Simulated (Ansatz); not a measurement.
**ZnSe: pressure series**

Consider ZnSe in the zinc blende structure (space group F-43m, No. 216).

```
ZnSe
1.0
    0.00000     2.83279     2.83279
    2.83279     0.00000     2.83279
    2.83279     2.83279     0.00000
Se Zn
1 1
Cartesian
  1.41639   1.41639   1.41639
  0.00000   0.00000   0.00000
```

Cell and atoms are relaxed at each pressure.

The values are results of r2SCAN/PAW in Ansatz (a first-principles code), no spin-orbit coupling, not measurements.

| pressure (GPa) | band gap (eV) |
|---|---|
| -2 | 1.73 |
| -1 | 1.80 |
| 0 | 1.87 |
| 0.3 | 1.89 |
| 0.7 | 1.91 |
| 1.5 | 1.96 |
| 3 | ? |
| 5 | 2.16 |
| 7.5 | 2.28 |

Task: Fit E_g = E₀ + αP + βP² to the rows shown and predict the withheld row.

Result: Least squares on the printed values gives E₀ = 1.87 eV, α = 65.4 meV/GPa, β = -1.4 meV/GPa² (largest residual 0.00 eV); this predicts 2.05 eV, and the run gives 2.05 eV, in agreement.

Load acts through the strain it causes; cell and atoms are relaxed under it. Whether these cells are dynamically stable was not tested. Tetrahedral semiconductors of this kind turn to denser phases somewhere between about 1 and 50 GPa; those were not computed, so compressed cells here can lie past the real transition.
